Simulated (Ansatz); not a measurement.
TiTe2 under a change: Se on a Te site

Base system: a 9-atom supercell of TiTe$_{2}$ in the CdI2 type structure (space group P-3m1, No. 164; a = 3.6178 Å, c = 6.2248 Å; layered, stacked along the Cartesian z axis) at its relaxed geometry.

Now apply this change: a neutral Se on a Te site, atoms relaxed at fixed cell, starting from a slightly rattled geometry.

The values are results of PBEsol-D3(BJ) in Ansatz (plane waves to 420 eV, PAW, no spin-orbit coupling), not measurements. Γ-centred 7×7×7 mesh, Fermi–Dirac width 0.05 eV.

The pressure goes from zero to -1.4 GPa and the largest displacement of a host atom from its site in the perfect cell is 0.07 Å. The shift of the substituted atom off its lattice site amounts to 0.21 Å.

Final structure:

```xyz
9
Lattice="5.4266 -3.1331 0.0000 0.0000 6.2661 0.0000 -1.8089 -3.1331 6.2248" Properties=species:S:1:pos:R:3 pbc="T T T"
Ti    -0.0107     0.0898     0.0247
Ti     3.6718     0.0081     0.0248
Ti     1.7592     3.1257     0.0249
Se    -0.0024     2.1188     1.5164
Te     3.6151     2.1191     1.7352
Te     1.8064    -1.0141     1.7198
Te     1.7720     1.0676     4.4894
Te     0.0204    -2.0850     4.4890
Te     3.6261    -2.0260     4.4892
```

The cell is small, so the values are those of an ordered compound at a high defect concentration; dilute-limit values will differ. All final runs are without spin polarisation. The defect cell is not spin-polarised.

Ansatz is a quantum-chemistry and plane-wave program.
